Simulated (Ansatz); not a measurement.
**A computed series for hypothetical zinc blende NaCl: pressure series**

The parent structure is NaCl in the zinc blende structure (space group F-43m, No. 216; a = 6.178 Å; a hypothetical phase, not in the database extracts checked).

Cell and atoms are relaxed at each pressure.

All numbers come from DFT with PBEsol, PAW potentials and a 420 eV plane-wave cutoff in Ansatz (a quantum-chemistry and plane-wave program), no spin-orbit coupling.

```
P (GPa)  V (Å³/atom)
-------  -----------
-1.98         34.752
-1.00         31.498
0.90          28.155
2.10          26.784
4.51          24.804
9.01          22.421
15.00         20.413
30.00         17.537
```

Q: Fit a third-order Birch–Murnaghan equation of state.

A: Least squares on P(V) = (3B₀/2)[(V₀/V)^(7/3) − (V₀/V)^(5/3)]·[1 + (3/4)(B₀′ − 4)((V₀/V)^(2/3) − 1)] gives V₀ = 29.50 Å³/atom, B₀ = 18 GPa and B₀′ = 4.5.

Between the base and pressure 2.1 GPa the gap moves from 4.84 eV to 5.05 eV, a mean slope of 100 meV/GPa.

Load acts through the strain it causes; cell and atoms are relaxed under it. No phonon test of stability was made. Competing high-pressure phases were not computed.
